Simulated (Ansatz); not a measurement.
A working Ansatz (a quantum-chemistry and plane-wave program) input for Y₂Cu₂O₅ (Pna2_1, 36 atoms in the cell) (DFT, PBEsol, plane waves, default PAW files made with PBE):

Ansatz 0.2 input:
```yaml
# Y2Cu2O5
crystal:
  lattice:
    - [10.855378, 0.000000, 0.000000]
    - [0.000000, 3.513217, 0.000000]
    - [0.000000, 0.000000, 12.523100]
  atoms:
    - { symbol: Y, position: [0.206700, 0.231000, 0.000000] }
    - { symbol: Y, position: [0.793300, 0.769000, 0.500000] }
    - { symbol: Y, position: [0.293300, 0.731000, 0.500000] }
    - { symbol: Y, position: [0.706700, 0.269000, 0.000000] }
    - { symbol: Y, position: [0.040600, 0.232000, 0.329400] }
    - { symbol: Y, position: [0.959400, 0.768000, 0.829400] }
    - { symbol: Y, position: [0.459400, 0.732000, 0.829400] }
    - { symbol: Y, position: [0.540600, 0.268000, 0.329400] }
    - { symbol: Cu, position: [0.990900, 0.656000, 0.112300] }
    - { symbol: Cu, position: [0.009100, 0.344000, 0.612300] }
    - { symbol: Cu, position: [0.509100, 0.156000, 0.612300] }
    - { symbol: Cu, position: [0.490900, 0.844000, 0.112300] }
    - { symbol: Cu, position: [0.260200, 0.674000, 0.215100] }
    - { symbol: Cu, position: [0.739800, 0.326000, 0.715100] }
    - { symbol: Cu, position: [0.239800, 0.174000, 0.715100] }
    - { symbol: Cu, position: [0.760200, 0.826000, 0.215100] }
    - { symbol: O, position: [0.176100, 0.723000, 0.348700] }
    - { symbol: O, position: [0.823900, 0.277000, 0.848700] }
    - { symbol: O, position: [0.323900, 0.223000, 0.848700] }
    - { symbol: O, position: [0.676100, 0.777000, 0.348700] }
    - { symbol: O, position: [0.326200, 0.733000, 0.066500] }
    - { symbol: O, position: [0.673800, 0.267000, 0.566500] }
    - { symbol: O, position: [0.173800, 0.233000, 0.566500] }
    - { symbol: O, position: [0.826200, 0.767000, 0.066500] }
    - { symbol: O, position: [0.123000, 0.314000, 0.165000] }
    - { symbol: O, position: [0.877000, 0.686000, 0.665000] }
    - { symbol: O, position: [0.377000, 0.814000, 0.665000] }
    - { symbol: O, position: [0.623000, 0.186000, 0.165000] }
    - { symbol: O, position: [0.431000, 0.781000, 0.263000] }
    - { symbol: O, position: [0.569000, 0.219000, 0.763000] }
    - { symbol: O, position: [0.069000, 0.281000, 0.763000] }
    - { symbol: O, position: [0.931000, 0.719000, 0.263000] }
    - { symbol: O, position: [0.424100, 0.236000, 0.470000] }
    - { symbol: O, position: [0.575900, 0.764000, 0.970000] }
    - { symbol: O, position: [0.075900, 0.736000, 0.970000] }
    - { symbol: O, position: [0.924100, 0.264000, 0.470000] }
kpoints:
  mp_grid:
    grid: [2, 4, 1]
hamiltonian:
  xc: pbesol
  pseudopotentials:
    kind: paw
scf:
  occupations:
    method: fermi_dirac
    width: 0.1
output:
  forces: true
  eigenvalues: true
  stress: true
```

The run converged in 14 iterations: free energy E − TS (on the zero of these files) -94315.8756 eV; Fermi level (on the code's own zero) 9.83 eV; pressure -4.16 GPa; largest force (vector length) 0.824 eV/Å. Each of these slips is then made, one at a time:

(1)
```diff
-    method: fermi_dirac
+    type: fermi_dirac
```

(2)
```diff
+  convergence:
+    dr2_threshold: 1.0e+00 eV
```

**Question.** What happens in each case?

**Answer.** 
(1) A keyword that the program does not know. The program stopped before any SCF iteration.
```
Error: YAML parse error: error: line 53 column 5: unknown field `type`, expected one of method, width, conduction_electrons, values, excite
  --> <input>:53:5
   |
51 | scf:
52 |   occupations:
53 |     type: fermi_dirac
   |     ^ unknown field `type`, expected one of method, width, conduction_electrons, values, excite
54 |     width: 0.1
55 | out [...]
```

(2) A convergence threshold that is too loose. The run converged in 6 iterations, and against the sound input the free energy is nearly the same (within 1 meV/atom), the pressure hardly changes (-4.16 to -4.09 GPa) and the largest force hardly changes (0.824 to 0.825 eV/Å). The full log also holds (shortened here): “iter 2 did not close the SCF: its close was put off for the readings that it lacked (scf_convergence_deferred on its scf_iter line)” and “iter 3 did not close the SCF: its close was put off for the readings that it lacked (scf_convergence_deferred on its scf_iter line)”.

The starting cell comes from a database of published, mostly measured structures (it also holds non-ambient and calculated ones), without a prior relaxation at this level. Its lattice was rescaled by a random factor within 2.5 % of one. Spin polarisation is off, so a magnetic state, if there is one, cannot be reached. In the base run, with a pressure of about -4 GPa the cell is away from its equilibrium volume at this level. Ansatz's pressure includes its estimate of the finite-basis (Pulay) stress. Without a gap this mesh is coarse (it stands for a supercell whose shortest vector is 13 Å).

Left out of this page: 3 runs of the series outside the window shown, repeating another row's setting, or not comparable.
